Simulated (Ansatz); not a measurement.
# ZrS2, pressure series

Base system: ZrS2 in the CdI2 type structure (space group P-3m1, No. 164; a = 3.6743 Å, c = 5.8603 Å; layered, stacked along the Cartesian z axis).

Cell and atoms are relaxed at each pressure.

Level of theory: Ansatz (an electronic-structure program) r2SCAN+rVV10, spin-orbit coupling left out.

```json
[
 {"case": "base", "c/a ratio": "1.595", "band gap": "1.17 eV", "volume per atom": "22.84 Å³"},
 {"case": "pressure −1 GPa", "c/a ratio": "1.645", "band gap": "1.34 eV", "volume per atom": "23.91 Å³"},
 {"case": "pressure 0.3 GPa", "c/a ratio": "1.586", "band gap": "1.12 eV", "volume per atom": "22.62 Å³"},
 {"case": "pressure 1.5 GPa", "c/a ratio": "1.561", "band gap": "0.98 eV", "volume per atom": "21.92 Å³"},
 {"case": "pressure 3 GPa", "c/a ratio": "1.542", "band gap": "0.83 eV", "volume per atom": "21.27 Å³"},
 {"case": "pressure 5 GPa", "c/a ratio": "1.526", "band gap": "0.66 eV", "volume per atom": "20.60 Å³"},
 {"case": "pressure 7.5 GPa", "c/a ratio": "1.514", "band gap": "0.49 eV", "volume per atom": "19.93 Å³"},
 {"case": "pressure 10 GPa", "c/a ratio": "1.507", "band gap": "0.33 eV", "volume per atom": "19.38 Å³"}
]
```

Load acts through the strain it causes; cell and atoms are relaxed under it. Stability against distortions was not tested. No other phases were tried under pressure.
